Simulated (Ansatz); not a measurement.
**TaS2 under a change: uniaxial strain ε_zz = +1.47 %**

The parent structure is TaS2 in the CdI2 type structure (space group P-3m1, No. 164; a = 3.329 Å, c = 5.785 Å; layered, stacked along the Cartesian z axis). Axes: x lies along a and z along c of the hexagonal cell.

It is then changed as follows: uniaxial strain ε_zz = +1.47 %, all other strain components held at zero; the atoms relax in the strained cell.

Computed with DFT with PBE-D3(BJ), PAW potentials and a 420 eV plane-wave cutoff in Ansatz (a program for electronic structure), without spin-orbit coupling. Γ-centred 16×16×8 mesh, Fermi–Dirac width 0.05 eV.

```json
[
 {"quantity": "space group", "base": "P-3m1 (No. 164)", "changed": "P-3m1 (No. 164)", "shift": "–"},
 {"quantity": "shortest interatomic distance", "base": "246.6 pm", "changed": "246.7 pm", "shift": "+0.1 pm"},
 {"quantity": "energy relative to the base (free energy F)", "base": "0 meV/atom", "changed": "+0.7 meV/atom", "shift": "+0.7 meV/atom"},
 {"quantity": "pressure (mean of the normal stresses, compression positive)", "base": "0.0 GPa", "changed": "-0.3 GPa", "shift": "-0.3 GPa"},
 {"quantity": "band gap", "base": "zero", "changed": "zero", "shift": "–"},
 {"quantity": "largest internal atomic displacement", "base": "–", "changed": "0.020 Å", "shift": "–"},
 {"quantity": "stress (xx, yy, zz, yz, xz, xy; compression positive) (rough)", "base": "–", "changed": "(-0.1, -0.1, -0.7, 0.0, 0.0, 0.0) GPa", "shift": "–"}
]
```

Cost of the whole job for the changed cell (relaxation, final SCF and bands): around 50 core-seconds (rough).

Without a gap, meshes like the base's 16×16×8 leave anisotropic stresses uncertain by several tenths of a GPa, and small strain energies with them. Stability against distortions was not tested. The final runs are not spin-polarised. An odd electron count without spin: TaS2.
